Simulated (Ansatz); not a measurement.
Results of dielectric-dependent PBEsol hybrid (PAW; Ansatz, a program for electronic structure) for SrTaNO2 (I4/mcm, No. 140, 10 atoms in the cell; start mp-552454).

Run with plane-wave cutoff 460 eV, 6×6×6 k mesh, Fermi–Dirac smearing 0.01 eV, scalar-relativistic PAW data made under PBE.

Cell (relaxed with PBEsol):

```cif
data_N4O8Sr4Ta4
_chemical_formula_sum 'Sr4 Ta4 N4 O8'
_space_group_name_H-M_alt 'I4/mcm'
_space_group_IT_number 140
_space_group_name_Hall '-I 4 2c'
_cell_length_a 5.58543
_cell_length_b 5.58543
_cell_length_c 8.19275
_cell_angle_alpha 90.000
_cell_angle_beta 90.000
_cell_angle_gamma 90.000
loop_
_atom_site_label
_atom_site_type_symbol
_atom_site_symmetry_multiplicity
_atom_site_Wyckoff_symbol
_atom_site_fract_x
_atom_site_fract_y
_atom_site_fract_z
_atom_site_occupancy
Sr1 Sr 4 b 0.00000 0.50000 0.25000 1
Ta1 Ta 4 c 0.00000 0.00000 0.00000 1
N1 N 4 a 0.00000 0.00000 0.25000 1
O1 O 8 h 0.19806 0.30194 0.00000 1
```
(The calculation used a cell of 10 atoms; values per cell refer to that cell.)

Q: Estimate the band gap that the calculation returns.

A: 
band gap: 1.72 eV (on the SCF k mesh)

Note: cell and atoms aren't relaxed at this level (pressure -1.7 GPa).

Spin–orbit coupling is not included.

Cost on a shared machine: about 13 core-minutes (a rough figure).

A start named mp-… is a Materials Project structure, which need not be a measured phase.
